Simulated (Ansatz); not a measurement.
Structures of equal composition on the (0001) surface of 4H silicon carbide (Si plane on top): (√3x√3)R30° Ge adatom at H3; (√3x√3)R30° Ge adatom at T4. The slabs share one bottom face, and each structure is named by its start. These are constructed structures in small cells; real faces may alloy, dewet or reconstruct in larger ones, and not all known structures of the face are among them. Slabs of about 10 Å with all that they carry, Fermi-Dirac smearing of 0.025 eV. Bottom of the slabs: H caps. Relaxed from the named starts with such symmetry as they have, on meshes of like density; energies extrapolated to zero smearing; no spin-orbit coupling, no U. Spin-polarised runs, if any, are marked in brackets, and their order is one that fits the cell; the others ran without spin. Where a second, spin-polarised start was run, the lower counts.

Host crystal: 4H silicon carbide, with a band gap (PBE, scalar-relativistic without spin-orbit coupling).

Computed with r2SCAN, at the PBE geometry (plane waves to 500 eV, PAW; Ansatz, an electronic-structure program).

**Question.** Order them by energy per 1x1 cell (lowest first) at the level r2SCAN, at the PBE geometry.

**Answer.** (√3x√3)R30° Ge adatom at T4 (0.000 eV [spin, 1.0 μB a cell], gap 0.59 eV on the mesh), (√3x√3)R30° Ge adatom at H3 (0.155 eV [spin, 1.0 μB a cell], gap 0.76 eV on the mesh)
